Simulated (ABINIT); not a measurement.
A self-consistent single point of Lu (P6_3/mmc, 2 atoms in the cell) with ABINIT.

Computed with PBE, PAW (JTH v2.0 PBE PAW) (plane waves; ABINIT 10.0.3).

```yaml
crystal:
  lattice:
    - [1.75000, -3.03109, 0.00000]
    - [1.75000, 3.03109, 0.00000]
    - [0.00000, 0.00000, 5.55000]
  atoms:
    - { symbol: Lu, position: [0.33333, 0.66667, 0.25000] }
    - { symbol: Lu, position: [0.66667, 0.33333, 0.75000] }
```

Reference input (self-consistent single point, DFT, PBE, plane waves, PAW (JTH v2.0 PBE PAW)): pseudos = [Lu.GGA_PBE-JTH.xml]; ecut = 653 eV; pawecutdg = 1306 eV; pawxcdev = 0; occopt = 7; tsmear = 0.00734986 Ha; ngkpt = 10 10 6; nshiftk = 1; shiftk = 0 0 0; potentials = JTH v2.0 PBE PAW; nband = 33; kptopt = 1. This run's input differs from it in these lines:

```diff
@@ -22,3 +22,3 @@
 kptopt 1
-ngkpt 10 10 6
+ngkpt 6 6 4
 nshiftk 1
```

Output (repeated stretches shortened):

```
--- !BeginCycle
solver: {iscf: 17, nstep: 100, nline: 4, wfoptalg: 10, }
tolerances: {toldfe: 1.00E-09, }
...

     iter   Etot(hartree)      deltaE(h)  residm     nres2
 ETOT  1  -544.96831941889    -5.450E+02 2.426E+01 1.945E+02
 ETOT  2  -555.18718559602    -1.022E+01 9.503E-01 2.490E+01
 ETOT  3  -555.26826082950    -8.108E-02 7.230E-01 4.786E+01
 ETOT  4  -555.26169260416     6.568E-03 5.701E-01 2.495E+01
 ETOT  5  -555.28118660598    -1.949E-02 1.110E-01 1.183E+00
   [... 14 lines left out ...]
 ETOT 20  -555.25397312636     1.138E-08 3.124E-04 1.095E-06
 ETOT 21  -555.25397313266    -6.301E-09 8.200E-04 3.497E-08
 ETOT 22  -555.25397313292    -2.602E-10 3.101E-04 4.257E-09
 ETOT 23  -555.25397313299    -7.128E-11 5.490E-04 3.516E-10
 At SCF step   23, etot is converged :
  for the second time, diff in etot=  7.128E-11 < toldfe=  1.000E-09

 Cartesian components of stress tensor (hartree/bohr^3)
  sigma(1 1)=  2.62568599E-05  sigma(3 2)=  0.00000000E+00
  sigma(2 2)=  2.62568585E-05  sigma(3 1)=  0.00000000E+00
  sigma(3 3)=  6.20668329E-05  sigma(2 1)=  0.00000000E+00

 ----iterations are completed or convergence reached----

 reduced coordinates (array xred) for    2 atoms
       0.333333333333      0.666666666667      0.250000000000
       0.666666666667      0.333333333333      0.750000000000
 cartesian forces (eV/Angstrom) at end:
    1      0.00000000000000     0.00000000000000    -0.00000000000000
    2     -0.00000000000000    -0.00000000000000    -0.00000000000000
 frms,max,avg= 3.6924913E-27 6.2803374E-27   0.000E+00  0.000E+00  0.000E+00 e/A
   [... lines left out ...]
 Fermi (or HOMO) energy (hartree) =   0.21977   Average Vxc (hartree)=  -0.36401
   [... lines left out ...]
'-kT*entropy'       : -2.17388100708522E-03
total_energy        : -5.55253995966200E+02
total_energy_eV     : -1.51092296240352E+04
...

-Cartesian components of stress tensor (GPa)         [Pressure= -1.1237E+00 GPa]
- sigma(1 1)=  7.72503360E-01  sigma(3 2)=  0.00000000E+00
- sigma(2 2)=  7.72503318E-01  sigma(3 1)=  0.00000000E+00
- sigma(3 3)=  1.82606896E+00  sigma(2 1)=  0.00000000E+00

 Calculation completed.
```

The run converged in 23 iterations. Against the reference run the free energy falls by 7.3 meV/atom and the pressure goes from -0.97 to -1.12 GPa.

The starting cell has typed, rounded lattice constants, without a prior relaxation at this level.

Cost on one core of a shared machine: roughly 3 min.
